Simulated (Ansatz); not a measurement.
Results of LDA (PAW; Ansatz, a program for electronic structure) for cubic perovskite CsCaF3.

Settings: plane-wave cutoff 520 eV, 8×8×8 k mesh, Fermi–Dirac smearing 0.01 eV, scalar-relativistic PAW data made under PBE.

On both sides of the equilibrium volume: at 16.766 Å³/atom the pressure is 1.43 GPa and the direct gap at Γ 7.444 eV; at 17.451 Å³/atom they are -1.17 GPa and 7.192 eV. The fitted bulk modulus is 64.6 GPa.

Q: Work out the volume deformation potential of this gap and its pressure coefficient, in two ways.

A: a_V = dE_g/d ln V = (7.192 − 7.444)/ln(17.451/16.766) = -6.29 eV. Since dP = −B d ln V, dE_g/dP = −a_V/B = 97 meV/GPa. Straight from the pressures: (7.444 − 7.192)/(1.43 − (-1.17)) = 97 meV/GPa. At this level and over this range the gap at Γ widens under pressure.

Spin–orbit coupling is not included.

Note: the relaxation could not lower the start's symmetry, so the cell can be a saddle point above a distorted one.
